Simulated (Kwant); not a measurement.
System: quantum point contact (saddle potential) in a Ge (holes) two-dimensional gas. Effective mass 0.06 mₑ, grid spacing 7.5 nm, hard walls, nominal width 150 nm (19 grid rows, so walls 150 nm apart), one parabolic valley, scattering region 450 nm long along x; energies count from the band bottom; Fermi energy 0.00473 eV. Potential (V0 + ½k y²) cos²(πx/L) for |x| < L/2, with V0 swept from 0.0049665 to 0 eV, k = 8.4e-06 eV/nm², L = 260 nm. Perpendicular field 0.18 T, also in the leads; orbital effect alone.

Constants are typed, rounded textbook-type inputs, not results; the design itself was drawn at random and stands for no fabricated device.

Model: effective-mass tight-binding model on a square grid, one spin, coherent transport at 0 K (Kwant). Conductance is in e²/h.

Density of the scattering states that come in from the left lead, at gate = 0.0037429 eV, in bins, relative to the largest site value (x marks bins outside the device):

```
|01123222211000000000000000000000000000000000|
|23478766543210000000000000000000000000000000|
|33589877764421000000000000000000000000000000|
|32356434444431100000000000000000000000000000|
|31133113312442100000000000000000000000000000|
|32234345412443211000000000000000000000000000|
|35567788622443222210000000000000000000000000|
|35567788634432244321000000000000000000000000|
|34434444334421256532100000000000000000000000|
|23222222124410257642110000000000000000000000|
|34434444334421256532100000000000000000000000|
|35567788634432244321000000000000000000000000|
|35567788622443222210000000000000000000000000|
|33234345412443211000000000000000000000000000|
|31133113312442100000000000000000000000000000|
|32356534444431100000000000000000000000000000|
|33589877764421000000000000000000000000000000|
|23478766543210000000000000000000000000000000|
|01123222211000000000000000000000000000000000|
```
Scale: ten equal steps from 0.000 (start of '0') to 1.00 (end of '9'), in the order '0123456789'; x runs from -213 to 213, y from -64.4 (bottom) to 64.4 (top).

The conductance there is 0.043 e²/h with 4 open channel(s) in the leads.
